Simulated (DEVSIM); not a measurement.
Device: Ru/AlN/SiO2/n-Si capacitor, at 250 K.

```
layer (left to right)  material  thickness (nm)  Nd (cm⁻³)
---------------------  --------  --------------  ---------
1                           AlN            3.40          -
2                          SiO2           0.860          -
3                            Si            4700     1.5e16
```

Metal gate on the left, work function 4.7 eV. Fixed charge at the semiconductor interface 1.5e10 cm⁻² (in units of +e); no interface traps.

This is a model device: material constants are rounded textbook-type values typed into the input, and sizes, dopings and lifetimes were drawn at random. Values at 300 K; Nc and Nv go as T^1.5, mobilities as T to minus their exponent, the gap by Varshni's rule with the affinity fixed.

```csv
parameter,AlN,SiO2,Si
gap (eV),6.1,9,1.124
affinity (eV),1.9,0.9,4.05
permittivity,8.5,3.9,11.7
Nc (cm⁻³),-,-,2.86e19
Nv (cm⁻³),-,-,3.1e19
Varshni α (eV/K),-,-,0.000473
Varshni β (K),-,-,636
```

Simulated with DEVSIM: 1D Poisson equation in equilibrium, Boltzmann statistics, complete ionisation; no quantum confinement or tunnelling. Metal contacts follow the ideal Schottky-Mott rule: no Fermi-level pinning, no interface dipoles.

The AlN thickness was swept, all else fixed.

```json
[
 {"AlN thickness (μm)": "0.0014", "threshold voltage (band bending 2φF) (V)": "-0.36", "capacitance of the dielectric stack (μF/cm²)": "2.30", "minimum of the low-frequency capacitance (μF/cm²)": "0.0431"},
 {"AlN thickness (μm)": "0.0019", "threshold voltage (band bending 2φF) (V)": "-0.36", "capacitance of the dielectric stack (μF/cm²)": "1.99", "minimum of the low-frequency capacitance (μF/cm²)": "0.0426"},
 {"AlN thickness (μm)": "0.0024", "threshold voltage (band bending 2φF) (V)": "-0.37", "capacitance of the dielectric stack (μF/cm²)": "1.76", "minimum of the low-frequency capacitance (μF/cm²)": "0.0422"},
 {"AlN thickness (μm)": "0.0029", "threshold voltage (band bending 2φF) (V)": "-0.37", "capacitance of the dielectric stack (μF/cm²)": "1.58", "minimum of the low-frequency capacitance (μF/cm²)": "0.0418"},
 {"AlN thickness (μm)": "0.0034", "threshold voltage (band bending 2φF) (V)": "-0.37", "capacitance of the dielectric stack (μF/cm²)": "1.43", "minimum of the low-frequency capacitance (μF/cm²)": "0.0416"},
 {"AlN thickness (μm)": "0.0041", "threshold voltage (band bending 2φF) (V)": "-0.38", "capacitance of the dielectric stack (μF/cm²)": "1.26", "minimum of the low-frequency capacitance (μF/cm²)": "0.0412"}
]
```

From the first row to the last the threshold voltage (band bending 2φF) goes from -0.36 to -0.38. From the first row to the last the capacitance of the dielectric stack goes from 2.30 to 1.26.
